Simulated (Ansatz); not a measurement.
## Equilibrium lattice constant a of AlAs (model structure, started from the BeO type, P4₂/mnm, No. 136, 8 atoms in the cell) at several levels of theory

No measured value is used here.

Problem. Put these levels in order of the equilibrium lattice constant a that they give for AlAs (model structure, started from the BeO type, P4₂/mnm, No. 136, 8 atoms in the cell), smallest first: LDA (Ansatz, a quantum-chemistry and plane-wave program), PBE (Ansatz), PBE-D3(BJ) (Ansatz), PBEsol (Ansatz).

Solution. LDA (6.838 Å), PBE-D3(BJ) (6.875 Å), PBEsol (6.896 Å), PBE (6.967 Å)

Ansatz's density-functional and Hartree–Fock values are scalar-relativistic unless marked +SOC, with PAW data made under PBE.

A model structure was made by putting elements into a prototype or built by hand; it is no filed structure, need not be a known phase, and can be a saddle point held by its symmetry.
